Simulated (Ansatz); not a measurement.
## Response to strain in hypothetical zinc blende BaO

The reference is BaO in the zinc blende structure (space group F-43m, No. 216; a hypothetical phase, not in the database extracts checked).

```
CELL_PARAMETERS angstrom
      0.00000     2.93070     2.93070
      2.93070     0.00000     2.93070
      2.93070     2.93070     0.00000
ATOMIC_POSITIONS crystal
  O  0.75000 0.75000 0.75000
  Ba 0.00000 0.00000 0.00000
```

Cartesian axes are those of the cell as printed.

Strains are applied to the cell and any free atomic positions relax; under biaxial strain the out-of-plane vector relaxes too; under stress the whole cell relaxes.

All numbers come from PBEsol (Ansatz, an electronic-structure program, PAW, no SOC).

Notes on the quantities. pressure: mean of the normal stresses, compression positive; energy relative to the base: free energy F.

```tsv
variant	gap character	pressure	energy relative to the base	space group
base	indirect, X → Γ	-0.01 GPa	0 meV/atom	F-43m (No. 216)
biaxial strain −2.57 %, plane normal [001], relaxed out of plane	indirect, X → Γ	0.54 GPa	+3.1 meV/atom	I-4m2 (No. 119)
biaxial strain −1.59 %, plane normal [001], relaxed out of plane	indirect, X → Γ	0.31 GPa	+1.1 meV/atom	I-4m2 (No. 119)
biaxial strain −0.89 %, plane normal [001], relaxed out of plane	indirect, X → Γ	0.16 GPa	+0.3 meV/atom	I-4m2 (No. 119)
biaxial strain −0.82 %, plane normal [001], relaxed out of plane	indirect, X → Γ	0.15 GPa	+0.3 meV/atom	I-4m2 (No. 119)
biaxial strain −4.87 %, plane normal [110], relaxed out of plane	indirect, X → Γ	1.39 GPa	+18 meV/atom	Imm2 (No. 44)
isotropic strain +5.90 %	indirect, X → Γ	-6.56 GPa	+112 meV/atom	F-43m (No. 216)
uniaxial strain ε_yy = −2.27 %	indirect, X → Γ	1.28 GPa	+2.4 meV/atom	I-4m2 (No. 119)
uniaxial stress, 1 GPa compression along z	indirect, M → Γ	–	+9.5 meV/atom	I-4m2 (No. 119)
tensor shear ε_xz = −3.91 %	indirect, X → Γ	-0.10 GPa	+8.2 meV/atom	Imm2 (No. 44)
```

Beyond what the load breaks, stability against distortions was not tested. Under uniaxial stress, 1 GPa compression along z the cell changed shape so far that it is another structure. k-point labels follow each cell's own Brillouin zone.
